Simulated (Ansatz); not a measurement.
The starting structures come from a database of crystals and need not be the phases stable at ambient conditions.

By PBEsol, the system below comes out a metal.

The ballistic (Sharvin) conductance counts the channels at the Fermi level: G/A = (e²/h) × channels of both spins per area.

Given:

```yaml
crystal:
  lattice:
    - [3.52789, 0.00000, 0.00000]
    - [0.00000, 3.52789, 0.00000]
    - [1.76395, -1.76395, 2.49459]
  atoms:
    - { symbol: Lu, position: [0.00000, 0.00000, 0.00000] }
    - { symbol: H, position: [0.75000, 0.75000, 0.50000] }
    - { symbol: H, position: [0.25000, 0.25000, 0.50000] }
```

Space group of this cell: Fm-3m, fluorite. The cell is taken as given; by PBEsol its mean pressure is -1.8 GPa.

The current flows along the normal of the first two printed cell vectors, the (001) plane of the conventional cell. No spin-orbit coupling; the value is a mean over 0.1 eV about the Fermi level.

Give the ballistic conductance per area that Ansatz (a quantum-chemistry and plane-wave program) with PBEsol yields.

0.49 × 10¹⁵ S/m² for both spins.
